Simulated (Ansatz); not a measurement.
Results of PBE (Ansatz, a quantum-chemistry and plane-wave program, plane waves, PAW) for L1₀ (CuAu-type) TiAl.

Run with plane-wave cutoff 520 eV, 18×18×12 k mesh (along the axes of the cell as run), Fermi–Dirac smearing 0.1 eV, perturbation theory, force constants from a 6×6×4 q mesh, no spin polarisation, scalar-relativistic PAW data made under PBE.

Computed at the level's own relaxed cell. Harmonic vibrational thermodynamics at fixed volume:

```csv
T (K),S_vib (J/K per mol of atoms),C_V (J/K per mol of atoms),F_vib (eV/atom)
0,0.00,0.00,0.0436
100,5.25,10.87,0.0420
200,16.06,19.60,0.0309
400,31.21,23.42,-0.0195
600,40.89,24.25,-0.0948
700,44.65,24.43,-0.1392
1000,53.41,24.69,-0.2924
```

The crystal is taken as a harmonic solid at every temperature: melting, phase changes and thermal expansion are not seen, nor the electrons' share in a metal.
